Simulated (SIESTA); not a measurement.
# A self-consistent single point of Li (Im-3m, 1 atom in the cell) with SIESTA

Level of theory: GGA PBE, numerical atomic orbitals DZP, PseudoDojo PBE standard norm-conserving potentials (rewritten from UPF to PSML) (SIESTA).

Input as run:

```
# files in the folder: Li.psml (PseudoDojo PBE standard)
SystemName  Li
SystemLabel siesta

NumberOfAtoms                1
NumberOfSpecies              1
%block ChemicalSpeciesLabel
  1 3 Li
%endblock ChemicalSpeciesLabel
LatticeConstant              1.0 Ang
%block LatticeVectors
    -1.745000000    1.745000000    1.745000000
     1.745000000   -1.745000000    1.745000000
     1.745000000    1.745000000   -1.745000000
%endblock LatticeVectors
AtomicCoordinatesFormat      Ang
%block AtomicCoordinatesAndAtomicSpecies
     0.000000000    0.000000000    0.000000000  1
%endblock AtomicCoordinatesAndAtomicSpecies

XC.functional                GGA
XC.authors                   PBE
PAO.BasisSize                DZP
PAO.EnergyShift              0.01 Ry
PAO.Polarization.NonPerturbative true
MeshCutoff                   300 Ry
%block kgrid.MonkhorstPack
   11   0   0  0.0
    0  11   0  0.0
    0   0  11  0.0
%endblock kgrid.MonkhorstPack
OccupationFunction           MP
OccupationMPOrder            0
ElectronicTemperature        1578.21 K

MaxSCFIterations             150
SCF.Mixer.Method             Pulay
SCF.Mixer.Weight             0.25
SCF.Mixer.History            6
SCF.DM.Tolerance             1.0E-05
Diag.ParallelOverK           true
WriteForces                  true
Charge.Mulliken              end
```

The program printed (abridged):

```
reinit: Reading from file input.fdf

reinit: System Name: Li
reinit: System Label: siesta

coor:   Atomic-coordinates input format  =     Cartesian coordinates
coor:                                          (in Angstroms)

siesta: Atomic coordinates (Bohr) and species
siesta:      0.00000   0.00000   0.00000  1        1

siesta: System type = bulk

initatomlists: Number of atoms, orbitals, and projectors:      1     6     8

siesta: ******************** Simulation parameters ****************************
redata: Spin configuration                          = none
redata: Time-Reversal Symmetry                      = T
redata: Number of Atomic Species                    =        1
redata: Mesh Cutoff                                 =   300.0000 Ry
redata: Net charge of the system                    =     0.0000 |e|
redata: Min. number of SCF Iter                     =        0
redata: Max. number of SCF Iter                     =      150
redata: SCF convergence failure will abort job
redata: SCF mix quantity                            = Hamiltonian
redata: Mix DM or H after convergence               =   F
redata: Recompute H after scf cycle                 =   F
redata: Mix DM in first SCF step                    =   T
redata: No kicks to SCF
redata: DM Mixing Weight for Kicks                  =     0.5000
redata: Require Harris convergence for SCF          =   F
redata: Harris energy tolerance for SCF             =     0.000100 eV
redata: Require DM convergence for SCF              =   T
redata: DM tolerance for SCF                        =     0.000010
redata: Require EDM convergence for SCF             =   F
redata: EDM tolerance for SCF                       =     0.001000 eV
redata: Require H convergence for SCF               =   T
redata: Hamiltonian tolerance for SCF               =     0.001000 eV
redata: Require (free) Energy convergence for SCF   =   F
redata: (free) Energy tolerance for SCF             =     0.000100 eV
redata: Using DFT-D3 dispersion                     =   F
redata: Using Saved Data (generic)                  =   F
redata: Method of Calculation                       = Diagonalization
redata: Electronic Temperature                      =  1578.2100 K
redata: Number of TDED substeps                     =        3
redata: Dynamics option                             = Single-point calculation
redata: Save all siesta data in one NC              =   F
redata: ***********************************************************************

%block SCF.Mixers
  Pulay
%endblock SCF.Mixers

%block SCF.Mixer.Pulay
  # Mixing method
  method pulay
  variant stable

  # Mixing options
  weight 0.2500
  weight.linear 0.2500
  history 6
%endblock SCF.Mixer.Pulay

DM_history_depth set to one: no extrapolation allowed by default for geometry relaxation
Size of DM history Fstack: 1
Total number of electrons:     3.000000
Total ionic charge:     3.000000

* ProcessorY, Blocksize:    1   7

* Orbital distribution balance (max,min):     6     6

 Kpoints in:          726 . Kpoints trimmed:          666

siesta: k-grid: Number of k-points = 666
siesta: k-points from Monkhorst-Pack grid
siesta: k-cutoff (effective) =    16.623 Ang
siesta: k-point supercell and displacements
siesta: k-grid:    11     0     0      0.000
siesta: k-grid:     0    11     0      0.000
siesta: k-grid:     0     0    11      0.000

diag: Algorithm                                     = D&C
diag: Parallel over k                               =   F
diag: Use parallel 2D distribution                  =   F
diag: Parallel block-size                           = 7
diag: Parallel distribution                         =     1 x     1
diag: Used triangular part                          = Lower
diag: Absolute tolerance                            =  0.100E-15
diag: Orthogonalization factor                      =  0.100E-05
diag: Memory factor                                 =  1.0000

superc: Internal auxiliary supercell:     9 x     9 x     9  =     729
superc: Number of atoms, orbitals, and projectors:    729   4374   5832

                        Single-point calculation

superc: Internal auxiliary supercell:     9 x     9 x     9  =     729
superc: Number of atoms, orbitals, and projectors:    729   4374   5832

outcell: Unit cell vectors (Ang):
       -1.745000    1.745000    1.745000
        1.745000   -1.745000    1.745000
        1.745000    1.745000   -1.745000

outcell: Cell vector modules (Ang)   :    3.022429    3.022429    3.022429
outcell: Cell angles (23,13,12) (deg):    109.4712    109.4712    109.4712
outcell: Cell volume (Ang**3)        :     21.2543
new_DM -- step:     1
Initializing Density Matrix...

Attempting to read DM from file... Failed...
DM filled with atomic data:

InitMesh: MESH = 30 x 30 x 30 = 27000
InitMesh: Mesh cutoff (required, used) =   300.000   408.436 Ry

stepf: Methfessel-Paxton step function
       Using Hermite-Gauss polynomials of order  0

        iscf     Eharris(eV)        E_KS(eV)     FreeEng(eV)     dDmax    Ef(eV) dHmax(eV)
   scf:    1     -194.089766     -195.855500     -195.859231  0.764589 -5.870734  0.386544
   scf:    2     -195.855677     -195.855589     -195.859312  0.001701 -5.873977  0.284422
   scf:    3     -195.855817     -195.855706     -195.859408  0.004730 -5.883068  0.000223
   scf:    4     -195.855706     -195.855706     -195.859408  0.000117 -5.883235  0.000220
   scf:    5     -195.855706     -195.855706     -195.859408  0.000006 -5.883229  0.000125

SCF Convergence by DM+H criterion
max |DM_out - DM_in|         :     0.0000064707
max |H_out - H_in|      (eV) :     0.0001253070
SCF cycle converged after 5 iterations

Using DM_out to compute the final energy and forces

siesta: E_KS(eV) =             -195.8557

siesta: E_KS - E_eggbox =      -195.8557

siesta: Atomic forces (eV/Ang):
     1   -0.000000   -0.000000   -0.000000
   Tot   -0.000000   -0.000000   -0.000000
   Max    0.000000
   Res    0.000000    sqrt( Sum f_i^2 / 3N )
   Max    0.000000    constrained

Stress tensor Voigt[x,y,z,yz,xz,xy] (kbar):        5.28        5.28        5.28        0.15        0.15        0.15
(Free)E + p*V (eV/cell)     -195.9295
Target enthalpy (eV/cell)     -195.8594

siesta: Program's energy decomposition (eV):
siesta: Ebs     =      -112.346354
siesta: Eions   =       179.770951
siesta: Ena     =        13.443795
siesta: Ekin    =       141.836837
siesta: Enl     =      -126.471918
siesta: Eso     =         0.000000
siesta: Edftu   =         0.000000
siesta: DEna    =         0.432142
siesta: DUscf   =         0.003690
siesta: DUext   =         0.000000
siesta: Ex      =       -42.823870
siesta: Ec      =        -2.505431
siesta: Exc     =       -45.329301
siesta: Eharris =      -195.855706
siesta: Etot    =      -195.855706
siesta: FreeEng =      -195.859408

siesta: Stress tensor (static) (eV/Ang**3):
siesta:     0.003297    0.000093    0.000093
siesta:     0.000093    0.003297    0.000093
siesta:     0.000093    0.000093    0.003297

siesta: Cell volume =         21.254275 Ang**3

siesta: Pressure (static):
siesta:                Solid            Molecule  Units
siesta:          -0.00003591         -0.00003591  Ry/Bohr**3
siesta:          -0.00329670         -0.00329670  eV/Ang**3
siesta:          -5.28189031         -5.28189031  kBar

mulliken: Atomic and Orbital Populations:

Species: Li
Atom  Qatom  Qorb
               1s      2s      2s      2py     2pz     2px
   1  3.000   2.020  -0.273   0.276   0.326   0.326   0.326

mulliken: Qtot =        3.000

Mulliken Atomic Populations:
Atom #   charge [q] valence [e]  Species
     1     0.000000    3.000000  Li
 Total     0.000000
```

The run converged in 5 iterations.

The starting cell has typed, rounded lattice constants, without a prior relaxation at this level. Values carry the incompleteness of an atom-centred basis.
